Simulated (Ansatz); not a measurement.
The starting structures come from a database of crystals and need not be the phases stable at ambient conditions.

The decay constant κ of evanescent states in the gap governs leakage through a thin film.

Data:

```
Ga2Se3
1.0
    3.85746     0.00000     0.00000
    0.00000    11.66743     0.00000
    1.92873     5.83371     2.81173
Ga Se
2 3
Direct
  0.99098   0.33088   0.01804
  0.99098   0.65108   0.01804
  0.76357   0.60236   0.47286
  0.76357   0.92478   0.47286
  0.74089   0.24089   0.51822
```

Space group of this cell: Imm2. The cell is taken as given.

Transport runs along the normal of the first two printed cell vectors.

The gap is the functional's own. No spin-orbit coupling. Mid-gap values are interpolated on the energy grid.

Question: Predict the band gap and the smallest decay constant κ at mid-gap from Ansatz (a first-principles code) with PBEsol.

Answer: Gap 0.54 eV on a 10×10×10 mesh; κ = 0.087 1/Å, at the zone centre.
